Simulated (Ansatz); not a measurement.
Candidates (primitive cells; geometry: cell and atoms relaxed with PBEsol):
A. ZnSe (F-43m), a = b = c = 3.983 Å, α = β = γ = 60.00°
B. BP (F-43m), a = b = c = 3.1962 Å, α = β = γ = 60.00°
C. InAs (F-43m), a = b = c = 4.305 Å, α = β = γ = 60.00°
D. GaAs (F-43m), a = b = c = 4.001 Å, α = β = γ = 60.00°
E. BeS (F-43m), a = b = c = 3.4209 Å, α = β = γ = 60.00°

Question: Order them by band gap (lowest first) at the level HSE06, rigid bands run with Ansatz (a quantum-chemistry and plane-wave program).

Answer: C (0.42 eV), D (1.40 eV), B (1.95 eV), A (2.50 eV), E (4.04 eV)

Spin-orbit coupling is left out.
